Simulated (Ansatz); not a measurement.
Subject: the formation energy of Al2Cu (I4/mcm) from the elements. Reaction: Cu (fcc) + 2 Al (fcc) → Al2Cu (I4/mcm). Negative: the products are lower in energy. The value is per atom of the solid.

Al2Cu (I4/mcm), 6 atoms in the cell; spin state with PBE: run without spin, k-point mesh 12×12×12 on the run's own vectors.
```xyz
6
Lattice="0.0000 0.0000 4.8732 -3.0302 3.0302 2.4366 -3.0302 -3.0302 2.4366" Properties=species:S:1:pos:R:3 pbc="T T T"
Cu     0.0000     0.0000     1.2183
Cu     0.0000     0.0000     3.6549
Al    -2.0704     0.9598     2.4366
Al    -3.9899     0.9598     4.8732
Al    -3.9899    -0.9598     7.3099
Al    -2.0704    -0.9598     4.8732
```

Cu (fcc, Fm-3m), 1 atom in the cell; spin state with PBE: run without spin, k-point mesh 28×28×28 on the run's own vectors. Conventional cell: a = 3.629 Å, b = 3.629 Å, c = 3.629 Å, α = 90.00°, β = 90.00°, γ = 90.00°.

Al (fcc, Fm-3m), 1 atom in the cell, k-point mesh 26×26×26 on the run's own vectors. Conventional cell: a = 4.0410 Å, b = 4.0410 Å, c = 4.0410 Å, α = 90.00°, β = 90.00°, γ = 90.00°.

Plane-wave PAW calculations with Ansatz (a quantum-chemistry and plane-wave program), its PAW set soft_1, cutoff 420 eV, 500 eV for r2SCAN. The structures are at rest with PBE; other levels are single points on them. Neutral cells; Fermi-Dirac smearing of at most 0.10 eV in the solids, energies taken to zero width. The lattices are those relaxed with PBE, so at other levels the solids can be strained, which adds to the spread. A dispersion term (D3(BJ), or D4 for r2SCAN) was computed beside these levels and is taken off wherever the name lacks it. Nuclei at rest; no vibrational terms. Cells are local rest points, mostly with their start's symmetry.

### Question
Give the value at the level r2SCAN.

### Answer
-0.16 eV/atom, for Cu (fcc) + 2 Al (fcc) → Al2Cu (I4/mcm).

### Question
What do the other levels give, and how wide is the spread?

### Answer
| Level | value (eV/atom) | less r2SCAN |
|---|---|---|
| PBE | -0.16 | 0.00 |

The levels span only 0.00 eV/atom, too little to tell them apart.
